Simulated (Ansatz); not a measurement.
For AlB2-type NbAu₂, PBEsol (plane waves, PAW; Ansatz, a program for electronic structure) gives:

- lattice constant a: 4.622 Å
- lattice parameter c: 2.729 Å

Problem. What does r²SCAN (Ansatz, PAW) give for the same quantities?

Solution. 
- lattice constant a: 4.661 Å (goes up by 0.8 %)
- lattice parameter c: 2.744 Å (increases by 0.5 %)

Changes are worked out from the printed values.

Unless a cell is named, each level is at its own relaxed cell (PBEsol 16.83, r²SCAN 17.21 Å³/atom).

Levels without +SOC leave out spin–orbit coupling, which shifts energies and cells of such heavy elements.

Ansatz's density-functional and Hartree–Fock values are scalar-relativistic unless marked +SOC, with PAW data made under PBE.
